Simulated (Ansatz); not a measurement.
# Effective masses and thermopower of MgS (Fm-3m)

Data:

```xyz
2
Lattice="0.0000 2.6149 2.6149 2.6149 0.0000 2.6149 2.6149 2.6149 0.0000" Properties=species:S:1:pos:R:3 pbc="T T T"
Mg     0.0000     0.0000     0.0000
S      2.6149     2.6149     2.6149
```

Computed with PBE, rigid bands (plane waves, PAW, scalar-relativistic; Ansatz, a program for electronic structure). Condition of this run: functional PBE, cell relaxed with it. How the cell was made: cell and atoms relaxed with PBE.

```json
{
 "band_gap": "2.76 eV",
 "electron conductivity mass (300 K, dilute)": "0.36 mₑ",
 "hole conductivity mass (300 K, dilute)": "1.05 mₑ",
 "effective density of states N_c (300 K)": "1.7e19 cm⁻³",
 "effective density of states N_v (300 K)": "2.1e20 cm⁻³",
 "density_of_states_mass_electrons": "0.76 mₑ",
 "density_of_states_mass_holes": "4.1 mₑ",
 "Seebeck coefficient, n-type 1e19 cm⁻³, 300 K": "-261 μV/K",
 "best n-type power factor at 300 K for τ = 10 fs (best axis; densities from 1e16 to 1e21 cm⁻³ tried, whether or not they can be reached)": "7.3 μW/(cm·K²) at 1e20 cm⁻³",
 "Seebeck coefficient, p-type 1e19 cm⁻³, 300 K": "466 μV/K",
 "best p-type power factor at 300 K for τ = 10 fs (best axis; densities from 1e16 to 1e21 cm⁻³ tried, whether or not they can be reached)": "27 μW/(cm·K²) at 3e20 cm⁻³"
}
```

Rigid bands; masses and Seebeck coefficients take one relaxation time τ for all states and one kind of carrier; polarons and phonon drag are left out. Spin-orbit coupling is left out; where it splits the top of the valence band, N_v and the p-type Seebeck coefficient come out somewhat high without it.
